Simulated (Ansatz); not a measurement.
Worked example: self-consistent single point of a (001) slab of Al (cut from a parent of space group no. 225; 4 atoms in the cell) in Ansatz (a first-principles code).

Method of the run: PBEsol, default PAW files made with PBE (plane waves; Ansatz).

The change in words: vacuum of 6 angstrom (first run: 14 Å). Reference geometry:
```yaml
crystal:
  lattice:
    - [2.87237, 0.00000, 0.00000]
    - [-2.87237, 2.87237, 0.00000]
    - [0.00000, 0.00000, 20.09331]
  atoms:
    - { symbol: Al, position: [0.00000, 0.00000, 0.44946] }
    - { symbol: Al, position: [0.00000, 0.50000, 0.34837] }
    - { symbol: Al, position: [0.00000, 0.00000, 0.65163] }
    - { symbol: Al, position: [0.00000, 0.50000, 0.55054] }
```

Reference input (self-consistent single point, DFT, PBEsol, plane waves, default PAW files made with PBE): basis.ecutwfc = 30.9 Ry; kpoints.mp_grid.grid = 15 15 1; hamiltonian.xc = pbesol; hamiltonian.pseudopotentials = {kind: paw} (the program's default PAW files); scf.occupations.method = gaussian; scf.occupations.width = 0.0073 Ry. This run's input differs from it in these lines:

Ansatz 0.2 input:
```diff
@@ -5,8 +5,8 @@
     - [-2.872374, 2.872374, 0.000000]
-    - [0.000000, 0.000000, 20.093310]
+    - [0.000000, 0.000000, 12.093296]
   atoms:
-    - { symbol: Al, position: [0.000000, 0.000000, 0.449458] }
-    - { symbol: Al, position: [0.000000, 0.500000, 0.348375] }
-    - { symbol: Al, position: [0.000000, 0.000000, 0.651625] }
-    - { symbol: Al, position: [0.000000, 0.500000, 0.550542] }
+    - { symbol: Al, position: [0.000000, 0.000000, 0.416023] }
+    - { symbol: Al, position: [0.000000, 0.500000, 0.248071] }
+    - { symbol: Al, position: [0.000000, 0.000000, 0.751929] }
+    - { symbol: Al, position: [0.000000, 0.500000, 0.583977] }
 basis:
```

Output, abridged:

```
SCF iter   1: F=—  HF=-2097.085146 eV  |F-HF|=—  |Δ(HF+E_count)|=         —  Δρ=1.55e-3  dr2=1.12e-2  ethr=1.77e-3  ⟨swp⟩=7.4  Hψ=3037  notcnv=0
all-band conjugate gradients solve this SCF's bands
preconditioner: auto → LDOS
SCF iter   2: F=—  HF=-2097.085510 eV  |F-HF|=—  |Δ(HF+E_count)|=   3.65e-4  Δρ=6.90e-4  dr2=3.95e-3  ethr=9.36e-5  ⟨swp⟩=2.2  Hψ=775  notcnv=0  defer=1
SCF iter   3: F=—  HF=-2097.085008 eV  |F-HF|=—  |Δ(HF+E_count)|=   5.02e-4  Δρ=1.85e-4  dr2=1.77e-4  ethr=3.30e-5  ⟨swp⟩=2.2  Hψ=492  notcnv=0  defer=1
SCF iter   4: F=—  HF=-2097.085003 eV  |F-HF|=—  |Δ(HF+E_count)|=   5.83e-6  Δρ=3.61e-5  dr2=3.43e-6  ethr=1.48e-6  ⟨swp⟩=2.4  Hψ=537  notcnv=0  defer=1
SCF iter   5: F=—  HF=-2097.084984 eV  |F-HF|=—  |Δ(HF+E_count)|=   1.90e-5  Δρ=7.19e-6  dr2=4.72e-7  ethr=2.86e-8  ⟨swp⟩=2.3  Hψ=539  notcnv=0  defer=1
SCF iter   6: F=-2097.084984 eV  HF=-2097.084984 eV  |F-HF|=3.09e-9  |Δ(HF+E_count)|=   6.10e-8  Δρ=1.39e-6  dr2=2.55e-9  ethr=8.33e-10  ⟨swp⟩=7.3  Hψ=1990  notcnv=0
SCF 1 converged in 6 iterations: F = -2097.084984 eV  dr2 = 2.55e-9
Free energy (F): -2097.084984 eV
Internal energy: -2097.079684 eV  (E = F + TS)
E sigma→0 (E₀):  -2097.082334 eV
Entropy (-TS):   -0.005299 eV (-1.325 meV/atom)
Fermi energy:    3.793447 eV
--- Forces (eV/Å), atoms counted from 1 ---
  atom   1  Al     0.00000000     0.00000000     0.08868084
  atom   2  Al     0.00000000     0.00000000    -0.16447513
  atom   3  Al     0.00000000     0.00000000     0.16447513
  atom   4  Al     0.00000000     0.00000000    -0.08868084
--- Stress (GPa, compression-positive) ---
       -4.971264       0.000000       0.000000
        0.000000      -4.971264       0.000000
        0.000000       0.000000       0.653336
  P = ⅓ Tr σ = -3.0964 GPa (-30.964 kbar)
  The stress holds the Pulay correction. Without it, at fixed plane waves, as pw.x and ABINIT print it: P = -3.1338 GPa
```

The run converged in 6 iterations. Against the reference run the free energy goes down by 8.6 meV/atom and the largest force goes from 0.106 to 0.164 eV/Å.

The starting cell has typed, rounded lattice constants, without a prior relaxation at this level. The slab is cut from that crystal, and its faces are unrelaxed. Its lattice was rescaled by up to half a per cent.
